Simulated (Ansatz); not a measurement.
Ru: response to strain

The reference is Ru in the hcp (Mg type) structure (space group P6_3/mmc, No. 194).

```
Ru
1.0
    2.70456     0.00000     0.00000
   -1.35228     2.34222     0.00000
    0.00000     0.00000     4.26009
Ru
2
Direct
  0.33333   0.66667   0.75000
  0.66667   0.33333   0.25000
```

Cartesian axes are those of the cell as printed.

Strains are applied to the cell and any free atomic positions relax; under biaxial strain the out-of-plane vector relaxes too; under stress the whole cell relaxes.

Level of theory: Ansatz (a program for electronic structure), r2SCAN, PAW, cutoff 500 eV, no SOC.

Notes on the quantities. pressure: mean of the normal stresses, compression positive.

```csv
variant,pressure,volume per atom,space group
base,0.0 GPa,13.49 Å³,P6_3/mmc (No. 194)
"biaxial strain +0.46 %, plane normal [001], relaxed out of plane",?,?,P6_3/mmc (No. 194)
"biaxial strain +1.60 %, plane normal [001], relaxed out of plane",-6.9 GPa,13.81 Å³,P6_3/mmc (No. 194)
isotropic strain −2.65 %,33.1 GPa,12.45 Å³,P6_3/mmc (No. 194)
uniaxial strain ε_zz = −1.06 %,3.9 GPa,13.35 Å³,P6_3/mmc (No. 194)
"uniaxial stress, 8 GPa compression along x",–,13.39 Å³,Cmcm (No. 63)
```

Task: Some entries are withheld; estimate them.

Result: 
- biaxial strain +0.46 %, plane normal [001], relaxed out of plane, pressure: -2.1 GPa
- biaxial strain +0.46 %, plane normal [001], relaxed out of plane, volume per atom: 13.59 Å³

Without a gap, meshes like the base's 20×20×11 leave anisotropic stresses uncertain by several tenths of a GPa, and small strain energies with them. Stability under load was not tested beyond the relaxation. All final runs are without spin polarisation.
